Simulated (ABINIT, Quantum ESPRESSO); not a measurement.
An ABINIT input for a self-consistent single point of Ca₃Tl (Fm-3m, 4 atoms in the cell) (DFT, LDA (PW92), plane waves, norm-conserving pseudopotentials (PseudoDojo nc-sr-04 LDA standard)):

```
# Ca3Tl, PseudoDojo nc-sr-04 LDA standard
pp_dirpath "./"
pseudos "Ca.upf, Tl.upf"
acell 5.6933763147 5.6933763147 5.6933763147 Angstrom
rprim
         0.0000000000    0.7071067812    0.7071067812
         0.7071067812    0.0000000000    0.7071067812
         0.7071067812    0.7071067812    0.0000000000
natom 4
ntypat 2
znucl 20 81
typat 1 1 1 2
xcart
         7.6077066757    7.6077066757    7.6077066757
         3.8038533378    3.8038533378    3.8038533378
        11.4115600135   11.4115600135   11.4115600135
         0.0000000000    0.0000000000    0.0000000000
ecut 36
ixc 7
occopt 7
tsmear 0.00499791
nband 29
kptopt 1
ngkpt 7 7 7
nshiftk 1
shiftk 0 0 0
nstep 50
tolvrs 1.0e-10
prtwf 0
prtden 0
prtvol 1
enunit 2
```

### Question
Write the same calculation as an input for Quantum ESPRESSO.

### Answer
One input that does it (others would too):

```fortran
&CONTROL
  calculation = 'scf'
  prefix = 'Ca3Tl'
  outdir = './work'
  pseudo_dir = './'
  tprnfor = .true.
  tstress = .true.
/
&SYSTEM
  ibrav = 2
  celldm(1) = 15.21541335
  nat = 4
  ntyp = 2
  ecutwfc = 40
  ecutrho = 200
  occupations = 'smearing'
  smearing = 'gauss'
  degauss = 0.0099958
/
&ELECTRONS
  conv_thr = 1.0d-10
/
ATOMIC_SPECIES
Ca    40.0780  ca_lda_v1.uspp.F.UPF
Tl   204.3800  tl_lda_v1.2.uspp.F.UPF
ATOMIC_POSITIONS {alat}
Ca   -0.50000000    0.50000000    0.50000000
Ca   -0.25000000    0.25000000    0.25000000
Ca   -0.75000000    0.75000000    0.75000000
Tl    0.00000000    0.00000000    0.00000000
K_POINTS {automatic}
7 7 7  0 0 0
```

Basis settings and potentials, where a program has them, do not carry over. This input uses DFT, LDA (PZ), plane waves, GBRV 1.5 ultrasoft (LDA) pseudopotentials. LDA parametrisations can differ slightly between programs. Both were run: pressure -2.47 GPa in ABINIT and -2.83 in Quantum ESPRESSO.

On Quantum ESPRESSO: the starting cell comes from a database of computed structures (which also holds hypothetical and non-ambient phases and stackings), without a prior relaxation at this level.

On ABINIT: the starting cell comes from a database of computed structures (which also holds hypothetical and non-ambient phases and stackings), without a prior relaxation at this level.
